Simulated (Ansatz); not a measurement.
Base system: InSb in the zinc blende structure (space group F-43m, No. 216; a = 6.519 Å). Axes: x, y, z lie along the cube axes.

Calculations: PBEsol/PAW in Ansatz (a first-principles code), spin-orbit coupling left out.

Perturbation: the cell is scaled by 0.9900 in all directions, atoms relaxed at fixed cell.

Predict the stress tensor and what it implies for the stiffness.

Stress of the strained cell less that of the base (GPa, compression positive):
```
    1.4     0.0     0.0
    0.0     1.4     0.0
    0.0     0.0     1.4
```

Then B = −ΔP/(ΔV/V₀) with ΔV/V₀ = -0.0297 gives secant stiffness values (nonlinear terms included at this strain): B ≈ 47 GPa.

As a check, the harmonic strain energy −½ V₀ Δσ:ε is 4.5 meV/atom; the computed energy rise is 4.3 meV/atom.

Stability against distortions was not tested. All final runs are without spin polarisation.
